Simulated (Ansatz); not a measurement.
Crystal: KNaLaNbO5 (P4/nmm, not sure to be the ambient phase, 18 atoms a cell, 16.0 Å³ an atom, -4 GPa at this level); planes in its conventional cell.

All values below come from r2SCAN (plane waves, PAW; Ansatz, a program for electronic structure).

The gap is the functional's own. No spin-orbit coupling. Mid-gap values are interpolated on the energy grid.

```csv
plane,area of the cell (Å²),mid-gap κ (1/Å),largest κ in the gap (1/Å)
(100),49.2,0.46,0.46
(110),69.6,…,…
```

Question: The slowest decay depends on the direction. Supply the withheld values.

Answer: 
- (110), mid-gap κ (1/Å): 0.49
- (110), largest κ in the gap (1/Å): 0.49
